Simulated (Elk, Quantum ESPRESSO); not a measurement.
A Quantum ESPRESSO input for a self-consistent single point of I (Cmce, 4 atoms in the cell) (DFT, PBE, spin-orbit coupling, plane waves, PseudoDojo fully relativistic norm-conserving (PBE) pseudopotentials):

```fortran
&control
   calculation = 'scf'
   prefix = 'scf'
   outdir = './tmp/'
   pseudo_dir = './'
   tprnfor = .true.
   tstress = .true.
/
&system
   ibrav = 0
   nat = 4
   ntyp = 1
   ecutwfc = 70
   occupations = 'smearing'
   smearing = 'fermi-dirac'
   degauss = 0.00147
   noncolin = .true.
   lspinorb = .true.
/
&electrons
   conv_thr = 1e-10
   mixing_beta = 0.7
/
ATOMIC_SPECIES
I    126.9045  I.upf
ATOMIC_POSITIONS crystal
I     0.846000000    0.846000000    0.883000000
I     0.654000000    0.654000000    0.383000000
I     0.346000000    0.346000000    0.617000000
I     0.154000000    0.154000000    0.117000000
K_POINTS automatic
3 3 2  0 0 0
CELL_PARAMETERS angstrom
   2.395000000    -3.635000000     0.000000000
   2.395000000     3.635000000     0.000000000
   0.000000000     0.000000000     9.790000000
```

Write the same calculation as an input for Elk.

This is the input that was run; spellings and numerical settings could be chosen otherwise.

```
tasks
  0

xctype
  20

spinorb
  .true.

tforce
  .true.

rgkmax
  7.5

gmaxvr
  18.0

lmaxapw
  10

lmaxo
  8

nxlo
  2

lorbcnd
  .true.

lradstp
  2

nrmtscf
  2.0

lmaxi
  4

nempty
  10

stype
  3

swidth
  0.000734986

scale
  8.226116955

avec
    0.5501859618   -0.8350421591    0.0000000000
    0.5501859618    0.8350421591    0.0000000000
    0.0000000000    0.0000000000    2.2489856224

atoms
  1   : nspecies
  'I.in'   : spfname
  4   : natoms; atposl, bfcmt below
  0.8460000000  0.8460000000  0.8830000000    0.0 0.0 0.0
  0.6540000000  0.6540000000  0.3830000000    0.0 0.0 0.0
  0.3460000000  0.3460000000  0.6170000000    0.0 0.0 0.0
  0.1540000000  0.1540000000  0.1170000000    0.0 0.0 0.0

ngridk
  3 3 2
```

Basis settings and potentials, where a program has them, do not carry over. This input uses DFT, PBE, spin-orbit coupling in second variation, all-electron FP-LAPW, Elk's shipped species files, APW+lo basis with extra local orbitals.

The starting cell has typed, rounded lattice constants, without a prior relaxation at this level.
